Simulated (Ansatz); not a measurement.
Consider the following.

```xyz
2
Lattice="0.0000 3.0407 3.0407 3.0407 0.0000 3.0407 3.0407 3.0407 0.0000" Properties=species:S:1:pos:R:3 pbc="T T T"
Cd     0.0000     0.0000     0.0000
Se     4.5611     4.5611     4.5611
```

The numbers are results of PBEsol, rigid bands (plane waves, PAW, scalar-relativistic; Ansatz, a program for electronic structure), not measurements. How the cell was made: cell and atoms relaxed with PBEsol.

### Question
Predict the electron conductivity mass (n e² τ/σ) at 300 K, by direction if it differs.

### Answer
0.061 mₑ.

### Question
And the band gap?

### Answer
0.48 eV at this level; semilocal functionals usually fall short of the measured gap.

Rigid bands, one relaxation time for all states, no polarons. Spin-orbit coupling is left out; where it splits the top of the valence band it changes the hole mass and lowers the gap by about a third of the splitting.
